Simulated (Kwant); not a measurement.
Model system: wire with an abrupt hard-wall neck in a Ge (holes) two-dimensional gas. Effective mass 0.06 mₑ, grid spacing 12 nm, hard walls, nominal width 300 nm (25 grid rows, so walls 312 nm apart), one parabolic valley, scattering region 900 nm long along x; energies count from the band bottom; Fermi energy swept from 3.4818e-05 to 0.001352 eV. Central neck 250 nm wide and 65 nm long.

The device is made up for the run: typed textbook-type constants, with dimensions and the other settings drawn at random.

Model: effective-mass tight-binding model on a square grid, one spin, coherent transport at 0 K (Kwant). Conductance is in e²/h.

Density of the scattering states that come in from the left lead, at energy = 0.00035934 eV, in bins, relative to the largest site value (x marks bins outside the device):

```
|    ...         ..   xx                     |
| .:--=--:.   .::---:.   ....................|
|.:-++**+-:...:-=+*+=-....:::::::::::::::::::|
|.-+*#%%*=-:..:=*#%#*+-:::-------------------|
|:-*#@@@#+-:::-+#%@@%*+=---------------------|
|:=*%@@@%+=:::-+#%@@@#*+=====================|
|:-+#%@%#+=-::-+#%@@%#*+=====================|
|:-+*###*=-:::-=*##%#*++==-------------------|
|:-==++++--:::-==++**++==--------------------|
|::---==--:::::---====----:::::::::::::::::::|
|::::::::::::::::::::--::::::::::::::::::::::|
|:::::::::::::::::::----:::::::::::::::::::::|
|::---==--:::::---====----:::::::::::::::::::|
|:-==++++--:::-==++**++==--------------------|
|:-+*###*=-:::-=*##%#*++==-------------------|
|:-+#%@%#+=-::-+#%@@%#*+=====================|
|:=*%@@@%+=:::-+#%@@@#*+=====================|
|:-*#@@@#+-:::-+#%@@%*+=---------------------|
|.-+*#%%*=-:..:=*#%#*+-:::-------------------|
|.:-++**+-:...:-=+*+=-....:::::::::::::::::::|
| .:--=--:.   .::---:.   ....................|
|    ...         ..   xx                     |
```
Scale: ten equal steps from 0.011 (start of ' ') to 0.995 (end of '@'), in the order ' .:-=+*#%@'; x runs from -434 to 434, y from -137 (bottom) to 137 (top).

The conductance there is 1.75 e²/h with 2 open channel(s) in the leads.
